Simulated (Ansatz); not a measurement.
Input:

```
CELL_PARAMETERS angstrom
      2.54101     0.00000     0.00000
     -1.27050     2.20058     0.00000
      0.00000     0.00000     4.20329
ATOMIC_POSITIONS crystal
  B  0.33333 0.66667 0.00027
  B  0.66667 0.33333 0.50027
  N  0.33333 0.66667 0.37473
  N  0.66667 0.33333 0.87473
```

All values below come from r2SCAN, rigid bands (plane waves, PAW, scalar-relativistic; Ansatz, a quantum-chemistry and plane-wave program). Geometry: cell and atoms relaxed with PBEsol.

Problem. What conductivity effective mass do dilute electrons have at 300 K?

Solution. 0.50 (x), 0.50 (y), 0.30 (z) mₑ.

Problem. Predict the hole conductivity mass (n e² τ/σ) at 300 K, by direction if it differs.

Solution. 0.81 (x), 0.81 (y), 1.25 (z) mₑ.

Problem. And the band gap?

Solution. 5.74 eV at this level; semilocal functionals usually fall short of the measured gap.

Rigid bands, one relaxation time for all states, no polarons. Spin-orbit coupling is left out. Geometry: cell and atoms relaxed with PBEsol.
